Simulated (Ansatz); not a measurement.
The reference is KBr in the rock salt structure (space group Fm-3m, No. 225; a = 6.549 Å).

Method: PBEsol in Ansatz (plane waves to 420 eV, PAW, no spin-orbit coupling).

Base values:

Electron mass: 0.37 mₑ (at Γ)

Now apply this change: a hydrostatic pressure of 1.5 GPa.

Problem. Predict the new mean gap deformation potential ΔEg/Δln V.

Solution. The mean gap deformation potential ΔEg/Δln V comes out as -2.7 eV.

Problem. What happens to the electron mass?

Solution. The electron mass goes from 0.37 mₑ (at Γ) to 0.35 mₑ (at Γ).

Load acts through the strain it causes; cell and atoms are relaxed under it. Masses are band curvatures over ±0.01 Å⁻¹ around the edge. Stability against distortions was not tested.

Ansatz is a first-principles code.
